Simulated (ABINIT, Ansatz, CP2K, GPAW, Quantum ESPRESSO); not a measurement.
One structure in several programs: ZrGeS (P4/nmm, 6 atoms in the cell)

Self-consistent single point.

```yaml
crystal:
  lattice:
    - [3.54845, 0.00000, 0.00000]
    - [0.00000, 3.54845, 0.00000]
    - [0.00000, 0.00000, 7.87235]
  atoms:
    - { symbol: Zr, position: [0.00000, 0.50000, 0.72519] }
    - { symbol: Zr, position: [0.50000, 0.00000, 0.27481] }
    - { symbol: Ge, position: [0.50000, 0.50000, 0.00000] }
    - { symbol: Ge, position: [0.00000, 0.00000, 0.00000] }
    - { symbol: S, position: [0.00000, 0.50000, 0.37856] }
    - { symbol: S, position: [0.50000, 0.00000, 0.62144] }
```

Shared settings, as Ansatz (a program for electronic structure) writes them: kpoints.mp_grid.grid = 7 7 3; scf.occupations.method = fermi_dirac; scf.occupations.width = 0.136 eV. Potentials and cutoffs stand in the table.

| code | model | pressure (GPa) | largest force (eV/Å) | cutoff |
|---|---|---|---|---|
| GPAW | LDA (Perdew-Wang 92), GPAW PAW datasets LDA (gpaw-data 1.0.1) | 3.21 | 0.302 | 550 eV |
| Ansatz | LDA (PW92), PAW files made with PBE | 3.62 | 0.281 | default |
| ABINIT | LDA (PW92), PAW (JTH v2.0 LDA PAW) | 3.30 | 0.294 | 21 Ha |
| Quantum ESPRESSO | LDA (PZ), PSlibrary ultrasoft (LDA) pseudopotentials | 4.13 | 0.303 | 55 Ry |
| CP2K | LDA (Pade form), GPW, DZVP-MOLOPT-PBE-GTH basis, GTH-PBE potentials (POTENTIAL_UZH) | 8.93 | 0.524 | grid 500 Ry |

Size of the force on each atom (eV/Å): Sizes of forces hide their directions.

```json
[
 {"code": "GPAW", "Zr1": "0.302", "Zr2": "0.302", "Ge3": "0.000", "Ge4": "0.000", "S5": "0.098", "S6": "0.098"},
 {"code": "Ansatz", "Zr1": "0.281", "Zr2": "0.281", "Ge3": "0.000", "Ge4": "0.000", "S5": "0.122", "S6": "0.122"},
 {"code": "ABINIT", "Zr1": "0.294", "Zr2": "0.294", "Ge3": "0.000", "Ge4": "0.000", "S5": "0.117", "S6": "0.117"},
 {"code": "Quantum ESPRESSO", "Zr1": "0.303", "Zr2": "0.303", "Ge3": "0.000", "Ge4": "0.000", "S5": "0.133", "S6": "0.133"},
 {"code": "CP2K", "Zr1": "0.524", "Zr2": "0.524", "Ge3": "0.000", "Ge4": "0.000", "S5": "0.177", "S6": "0.177"}
]
```

The spread over the programs that give each value: pressure within 5.72 GPa; largest force within 0.243 eV/Å.

CP2K uses small atom-centred bases, whose incompleteness enters pressures, forces and empty levels differently from a plane-wave cutoff. Ansatz's pressure is given at a fixed set of plane waves, as the other plane-wave codes print theirs; with its correction for the finite basis it is 3.66 GPa. The same LDA comes in different parametrisations, which differ slightly. In the pressure, CP2K (by 5.47) lies more than 1 GPa from the median of the plane-wave programs. In the force vectors, CP2K (by 0.226) lies more than 0.08 eV/Å from the median of the plane-wave programs.

The starting cell comes from a database of computed structures (which also holds hypothetical and non-ambient phases and stackings), without a prior relaxation at this level. Its lattice was rescaled by a random factor within 2.5 % of one.

Left out of this page: Elk (not drawn, or without a comparable value).

Keys are those of Ansatz 0.2.
